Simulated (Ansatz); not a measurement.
Functionals compared on a constructed model of the (100) surface of fcc Al, a pseudomorphic layer of Au in the host's stacking (bottom of the slab: a bare face, its two planes held), in Ansatz (plane waves, PAW). The structure was relaxed with PBE; the other rows are single points on it. Cutoff 420 eV (500 eV for r2SCAN).

Set-up: 7 atoms, 11.9 Å thick at the start; mesh 13x13x1; 0.1 eV smearing; dipole correction on; 2 atoms held, the rest relaxed; symmetry of the start imposed; no spin, no spin-orbit, no U. It is one candidate, not shown to be the stable structure of the face. These notes are the PBE run's.

```
functional  work function of the top face (eV)  rough cost of the single point
----------  ----------------------------------  ------------------------------
PBE                                       4.82                               –
RPBE                                       ___    very roughly 20 core-seconds
r2SCAN                                    4.86    very roughly 40 core-seconds
```

Q: What belongs in the gaps?

A: 
- RPBE, work function of the top face (eV): 4.65

Ansatz is a first-principles code.
